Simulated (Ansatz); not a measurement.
An Ansatz (a quantum-chemistry and plane-wave program) run: SnS with a change (biaxial strain −2.29 %, plane normal [001], relaxed out of plane); plane-wave PAW DFT at the PBEsol-D3(BJ) level (Ansatz, 420 eV), no spin-orbit coupling.

Input:

Ansatz 0.2 input:
```yaml
crystal:
  lattice:
    - [3.862839663, 0, 0]
    - [0, 10.6617369263, 0]
    - [0, 0, 4.1591428366]
  atoms:
    - { symbol: Sn, position: [0.75, 0.3827754404, 0.5928243502] }
    - { symbol: Sn, position: [0.25, 0.1172245596, 0.0928243502] }
    - { symbol: Sn, position: [0.25, 0.6172245596, 0.4071756498] }
    - { symbol: Sn, position: [0.75, 0.8827754404, 0.9071756498] }
    - { symbol: S, position: [0.75, 0.6448690154, 0.9761782929] }
    - { symbol: S, position: [0.25, 0.8551309846, 0.4761782929] }
    - { symbol: S, position: [0.25, 0.3551309846, 0.0238217071] }
    - { symbol: S, position: [0.75, 0.1448690154, 0.5238217071] }
basis: { ecutwfc: 420, ecutrho_ratio: 4, xc_grid: 2, fft_grid_basis: typed }
kpoints: { mp_grid: { grid: [8, 3, 8] } }
hamiltonian:
  xc: pbesol
  dispersion: d3bj
  pseudopotentials: { kind: paw }
scf: { occupations: { method: fermi_dirac, width: 0.05 } }
relax: { f_tol: 0.005, max_steps: 50, cell: { stress_tol: 0.01, fix: [a, b, gamma] } }
output: { forces: true, stress: true }
checkpoint: { write: state.ck, write_every: 1000 }
```

Output (explanatory and most iteration lines left out):

```
Relaxation: its limit of steps is 50 (relax.max_steps)
Pseudopotential: Sn, paw, valence charge 14
Pseudopotential: S, paw, valence charge 6
Crystal: 8 atoms, lattice volume = 171.293 Å³
Basis set: ecut = 420 eV, 3367 PW (Γ), exchange–correlation on 54×144×60 points (8 copies of the dense FFT grid, shifted against one another)
Bands: 48, of which v1, the nominal top of the filled ones, is band 40 counted from 1 (39 counted from 0)
Symmetry: 8 space group operations
Space group: Pnma (ITA 62), of the structure as read, at distance tolerance 5.6e-5 Å
k-points: 50 of 192
Functional: x = pbesol(κ = 0.804, μ = 0.12345679012345678), c = pbesol(β = 0.046)
SCF iter   1: F=—  HF=-27345.129123 eV  |F-HF|=—  |Δ(HF+E_count)|=         —  Δρ=5.10e-3  dr2=6.86e-2  ethr=1.77e-3  ⟨swp⟩=8.1  Hψ=10367  notcnv=0  defer=5
SCF iter   2: F=—  HF=-27345.105688 eV  |F-HF|=—  |Δ(HF+E_count)|=   2.34e-2  Δρ=1.95e-3  dr2=6.61e-3  ethr=8.58e-5  ⟨swp⟩=2.1  Hψ=3582  notcnv=0  defer=63
SCF 1 converged in 6 iterations: F = -27345.103834 eV  dr2 = 4.45e-8
relax step   1: F+E_penalty+E_count = -27345.10383368 eV  Δ(F+E_penalty+E_count) = +0.000e0 eV  max|allowed force component| = 2.628e-1 eV/Å  Δτ_max = 0.0000 Å  P = +2.755 GPa  Ω = 171.293 Å³  fix = [a, b, gamma]  reactions: a +2.694, b +4.525 GPa  (6 SCF iters, dr2 threshold 1.00e-7 eV, accepted)
[... steps on the carried basis left out ...]
relax step   7: F+E_penalty+E_count = -27345.13723217 eV  Δ(F+E_penalty+E_count) = -8.544e-5 eV  max|allowed force component| = 7.880e-4 eV/Å  Δτ_max = 0.0014 Å  P = +1.265 GPa  Ω = 174.817 Å³  energy of the carried Pulay correction = -9.467e-4 eV  fix = [a, b, gamma]  reactions: a +1.635, b +2.150 GPa  (4 SCF iters, dr2 threshold 1.58e-8 eV, accepted)
Crystal: 8 atoms, lattice volume = 174.817 Å³
SCF iter   1: F=—  HF=-27345.138162 eV  |F-HF|=—  |Δ(HF+E_count)|=         —  Δρ=2.53e-5  dr2=1.85e-7  ethr=7.96e-7  ⟨swp⟩=3.0  Hψ=15685  notcnv=0
SCF iter   2: F=—  HF=-27345.138170 eV  |F-HF|=—  |Δ(HF+E_count)|=   8.33e-6  Δρ=1.22e-5  dr2=4.29e-8  ethr=2.31e-10  ⟨swp⟩=3.2  Hψ=5984  notcnv=0
SCF 8 converged in 6 iterations: F = -27345.138170 eV  dr2 = 4.65e-13
SCF converged after 6 iterations
Free energy (F): -27345.138170 eV
Internal energy: -27345.138030 eV  (E = F + TS)
E sigma→0 (E₀):  -27345.138100 eV
Entropy (-TS):   -0.000140 eV (-0.018 meV/atom)
Fermi energy:    10.152644 eV
  E_disp       = -2.720246  (pairwise vdW)
--- Forces (eV/Å), atoms counted from 1 ---
  atom   1  Sn    -0.00000000    -0.00046258    -0.00070153
  atom   2  Sn    -0.00000000     0.00046258    -0.00070153
  atom   3  Sn     0.00000000     0.00046258     0.00070153
  atom   4  Sn     0.00000000    -0.00046258     0.00070153
  atom   5  S     -0.00000000     0.00042173    -0.00014699
  atom   6  S     -0.00000000    -0.00042173    -0.00014699
  atom   7  S      0.00000000    -0.00042173     0.00014699
  atom   8  S      0.00000000     0.00042173     0.00014699
--- Stress (GPa, compression-positive) ---
        1.632421       0.000000      -0.000000
       -0.000000       2.149052       0.000000
       -0.000000       0.000000       0.009001
  P = ⅓ Tr σ = 1.2635 GPa (12.635 kbar)
--- Relaxed structure (7 steps of the walk, 7 accepted, 1 SCFs on fresh bases) ---
  cell:  # Å, volume = 174.8170 Å³
    - [3.862839663, -1.230728958388206e-95, -4.412077020919498e-18]
    - [-3.396907334156228e-95, 10.6617369263, 1.608341290496302e-32]
    - [-4.7505100229382216e-18, 6.274138260413002e-33, 4.244720417276498]
  atoms:
    - { symbol: Sn, position: [0.7500000000000001, 0.3854656729969104, 0.612735345607819] }
    - { symbol: Sn, position: [0.25, 0.11453432700308966, 0.11273534560781892] }
    - { symbol: Sn, position: [0.25, 0.6145343270030896, 0.387264654392181] }
    - { symbol: Sn, position: [0.7500000000000001, 0.8854656729969106, 0.887264654392181] }
    - { symbol: S, position: [0.7500000000000001, 0.6428032071207416, 0.971177555151334] }
    - { symbol: S, position: [0.25, 0.8571967928792583, 0.4711775551513339] }
    - { symbol: S, position: [0.25, 0.3571967928792585, 0.028822444848666095] }
    - { symbol: S, position: [0.7500000000000001, 0.14280320712074157, 0.5288224448486661] }
```

No phonon test of stability was made. The cell was made from SnS in the GeS type structure (space group Pnma, No. 62) by this change: biaxial strain −2.29 %, plane normal [001], relaxed out of plane.
